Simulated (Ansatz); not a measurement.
# BeTe in the zinc blende structure (space group F-43m, No. 216)

```xyz
2
Lattice="0.0000 2.8285 2.8285 2.8285 0.0000 2.8285 2.8285 2.8285 0.0000" Properties=species:S:1:pos:R:3 pbc="T T T"
Te     4.2427     4.2427     4.2427
Be     0.0000     0.0000     0.0000
```

Computed with plane-wave PAW DFT at the r2SCAN level (Ansatz, a program for electronic structure, 500 eV), no SOC. Γ-centred 10×10×10 mesh, Fermi–Dirac width 0.05 eV.

Volume per atom: 22.63 Å³
Density: 5.01 g/cm³
Band gap: 2.38 eV, indirect, Γ → X
Electron mass: 2.1 mₑ along k, 0.25 mₑ across
Hole mass (degenerate bands, along [100]): 0.21, 0.35, 0.35 mₑ
Lowest conduction-band minima above the VBM: X along ⟨100⟩ 2.38 eV; L along ⟨111⟩ 3.51 eV
Total energy: -3544.545 eV/atom (σ→0; compares only within this code and set-up)

With Te present, leaving out spin-orbit coupling can change the band edges. Masses are band curvatures over ±0.01 Å⁻¹ around the edge. Along k means along the line from Γ to the band edge. Whether these cells are dynamically stable was not tested.
